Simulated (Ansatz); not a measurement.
System: interstitial I in silicon (charge state -1). These are PBE, PAW (plane waves to 420 eV; Ansatz, a program for electronic structure) values and carry that method's errors.

64-site cell at the relaxed PBE lattice, a 2×2×2 k-point mesh shifted by half a step, smearing 0.01 eV, spin-restricted, no finite-size correction. Static, classical nuclei. Spin-orbit coupling is left out. The charge state is imposed; whether it is stable for some Fermi level was not computed. Sites that were not tried may lie lower.

The step: a concerted move, in which Si travels most; the atom moves 2.12 Å along (-0.27, -0.27, 0.00) of the unit cell; the moving atom starts with neighbours I at 2.64; Si at 2.33, Si at 2.36, Si at 2.44, Si at 2.90, Si at 3.02 Å and ends with I at 2.64; Si at 2.33, Si at 2.36, Si at 2.44, Si at 2.90, Si at 3.02 Å.

Q: Predict the migration barrier of this step from PBE, PAW.

A: 1.18 eV, the same both ways. At the saddle the moving atom has neighbours I at 2.43; 2 Si at 2.26 Å. The saddle point's order was not checked, and it lies on a symmetry element of the cell, where a band can be held.
